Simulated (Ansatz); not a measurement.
Hf (P6/mmm, No. 191, 3 atoms in the cell; start mp-1009460; another form than the element's usual one) was calculated with LDA (Ansatz, a first-principles code, plane waves, PAW).

Numerical settings: plane-wave cutoff 520 eV, 12×12×18 k mesh (along the axes of the cell as run), Fermi–Dirac smearing 0.05 eV, scalar-relativistic PAW data made under PBE.

Cell (relaxed at this level):

```yaml
crystal:
  lattice:
    - [4.85538, 0.00000, 0.00000]
    - [-2.42769, 4.20488, 0.00000]
    - [0.00000, 0.00000, 3.02952]
  atoms:
    - { symbol: Hf, position: [0.66667, 0.33333, 0.50000] }
    - { symbol: Hf, position: [0.33333, 0.66667, 0.50000] }
    - { symbol: Hf, position: [0.00000, 0.00000, 0.00000] }
```

Problem. Estimate the bulk modulus that the calculation returns.

Solution. 
- bulk modulus: 122 GPa

The run finds no gap.

Note: the bulk modulus is −V dP/dV from two relaxed cells at ±2 % in volume; the relaxation could not lower the start's symmetry, so the cell can be a saddle point above a distorted one.

Spin–orbit coupling is not included.

The result took roughly 2.9 core-minutes.

A start named mp-… is a Materials Project structure, which need not be a measured phase.
